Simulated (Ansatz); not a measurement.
Ansatz (a first-principles code), DFT, PBE, plane waves, its default PAW files: Cu(111) slab of 4 layers, 2x2, atoms displaced (Cu16), unrelaxed, 16 atoms. Basis and mesh were picked for this test and aren't claimed converged.

```json
{
 "cell": "5.11, 5.11, 16.26 Å; 90, 90, 60°",
 "distance_to_the_nearest_atom": "2.40 to 2.54 Å",
 "task": "single point",
 "k mesh": "6×6×1",
 "hamiltonian.xc": "pbe",
 "kind_of_files": "paw",
 "scf.occupations.method": "fermi_dirac",
 "scf.occupations.width": "0.2 eV",
 "scf.initial_density.chi_scale": "0.1",
 "output.forces": "true",
 "binding of workers (--pin)": "off",
 "k-point pools (--kpoint-pools)": "1",
 "memory maximum (--max-ram)": "8GiB",
 "accuracy": "medium (default)",
 "basis.precision": "auto (default)",
 "basis.xc_grid": "2 (default)",
 "scf.eigensolver.kind": "auto (default)",
 "scf.convergence.dr2_threshold": "1e-07 (default)",
 "scf.lower_state_search": "light (default)",
 "k-points after symmetry": "20",
 "bands_at_the_start": "175",
 "electrons": "304",
 "plane waves at Γ": "7201",
 "cutoff (eV)": "420",
 "FFT grid": "36×36×120",
 "symmetry_operations": "1"
}
```

Settings of this run: scf.mixing.algorithm = broyden, scf.mixing.preconditioner = kerker; 4 threads.

```tsv
iteration	dr2 (eV)	Hψ
1	7.64e1	13204
2	1.74e1	9604
3	7.58e0	8710
4	2.33e0	6049
5	5.20e0	6043
6	7.21e-1	5516
7	2.88e-1	5515
8	3.21e-1	3422
9	5.36e-1	5020
10	7.15e-1	3442
11	1.74e0	5376
12	3.04e-2	6238
13	1.58e0	8547
14	1.57e-2	8895
15	1.70e-2	5111
16	9.99e-3	5043
17	7.80e-2	8393
18	2.14e-3	6949
19	6.54e-3	5726
20	5.56e-3	5195
21	6.01e-4	5484
22	8.77e-4	5231
23	1.19e-4	5487
24	2.49e-5	5375
25	4.94e-5	7125
26	4.45e-6	5188
27	7.92e-6	8300
28	2.37e-6	6899
29	6.94e-7	5282
30	1.52e-7	4871
31	1.70e-7	13012
32	2.71e-8	13542
```

It converged after 32 SCF iterations (all cycles of the run, searches included).

**Question.** The cycle is slow. Which setting should be changed?

**Answer.** This is not unique; one that fits is scf.mixing.preconditioner = auto (default) (17 SCF iterations (all cycles of the run, searches included)), all else kept. The other changes of this size gave: scf.mixing.preconditioner = none (19); scf.mixing.algorithm = auto (default) (36). With more settings changed, the fewest of all runs of this system: scf.mixing.algorithm = auto (default), scf.mixing.preconditioner = auto (default) (12). The first change moves the result by: energy under 0.001 meV/atom, forces (largest component) 0.018 meV/Å. Counts are of single runs.

Keys are those of Ansatz 0.2.
